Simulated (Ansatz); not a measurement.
An Ansatz (an electronic-structure program) run: Lu with a change (uniaxial strain ε_zz = −0.50 %); PBE, PAW, 420 eV (Ansatz; scalar-relativistic without spin-orbit coupling).

Input:

Ansatz 0.2 input:
```yaml
crystal:
  lattice:
    - [3.5061616719, 0, 0]
    - [-1.7530808359, 3.0364250777, 0]
    - [0, 0, 5.4546095851]
  atoms:
    - { symbol: Lu, position: [0.6666666667, 0.3333333333, 0.75] }
    - { symbol: Lu, position: [0.3333333333, 0.6666666667, 0.25] }
basis: { ecutwfc: 420, ecutrho_ratio: 4, xc_grid: 2, fft_grid_basis: typed }
kpoints: { mp_grid: { grid: [19, 19, 11] } }
hamiltonian:
  xc: pbe
  dispersion: none
  pseudopotentials: { kind: paw }
scf: { occupations: { method: fermi_dirac, width: 0.1 }, convergence: { dr2_threshold: 0.0000000002 } }
relax: { f_tol: 0.005, max_steps: 50 }
output: { forces: true, stress: true }
checkpoint: { write: state.ck, write_every: 1000 }
```

Output (explanatory and most iteration lines left out):

```
Relaxation: its limit of steps is 50 (relax.max_steps)
Pseudopotential: Lu, paw, valence charge 25
Crystal: 2 atoms, lattice volume = 58.071 Å³
Basis set: ecut = 420 eV, 1105 PW (Γ), exchange–correlation on 48×48×80 points (8 copies of the dense FFT grid, shifted against one another)
Bands: 31, of which v1, the nominal top of the filled ones, is band 25 counted from 1 (24 counted from 0)
Symmetry: 24 space group operations
Space group: P63/mmc (ITA 194), of the structure as read, at distance tolerance 3.9e-5 Å
k-points: 240 of 3971
Functional: x = pbe(κ = 0.804, μ = 0.2195149727645171), c = pbe(β = 0.06672455060314922)
SCF iter   1: F=—  HF=-29464.913619 eV  |F-HF|=—  |Δ(HF+E_count)|=         —  Δρ=1.89e-3  dr2=1.46e-3  ethr=1.77e-3  ⟨swp⟩=5.2  Hψ=31517  notcnv=0
SCF iter   2: F=—  HF=-29464.907610 eV  |F-HF|=—  |Δ(HF+E_count)|=   6.01e-3  Δρ=1.92e-3  dr2=1.74e-3  ethr=2.91e-6  ⟨swp⟩=3.6  Hψ=22839  notcnv=0
SCF 1 converged in 10 iterations: F = -29464.905672 eV  dr2 = 6.59e-12
relax step   1: F+E_penalty+E_count = -29464.90567218 eV  Δ(F+E_penalty+E_count) = +0.000e0 eV  max|allowed force component| = 6.245e-17 eV/Å  Δτ_max = 0.0000 Å  (10 SCF iters, accepted)
SCF converged after 10 iterations
Free energy (F): -29464.905672 eV
Internal energy: -29464.798960 eV  (E = F + TS)
E sigma→0 (E₀):  -29464.852316 eV
Entropy (-TS):   -0.106712 eV (-53.356 meV/atom)
Fermi energy:    13.757060 eV
--- Forces (eV/Å), atoms counted from 1 ---
  atom   1  Lu    -0.00000000     0.00000000     0.00000000
  atom   2  Lu     0.00000000    -0.00000000     0.00000000
--- Stress (GPa, compression-positive) ---
        0.109696       0.000000       0.000000
        0.000000       0.109696      -0.000000
        0.000000      -0.000000       0.462297
  P = ⅓ Tr σ = 0.2272 GPa (2.272 kbar)
--- Relaxed structure (1 steps of the walk, 1 accepted, 0 SCFs on fresh bases) ---
  atoms:
    - { symbol: Lu, position: [0.6666666666666666, 0.33333333333333337, 0.75] }
    - { symbol: Lu, position: [0.33333333333333337, 0.6666666666666667, 0.25] }
```

No phonon test of stability was made. The cell was made from Lu in the hcp (Mg type) structure (space group P6_3/mmc, No. 194) by this change: uniaxial strain ε_zz = −0.50 %.
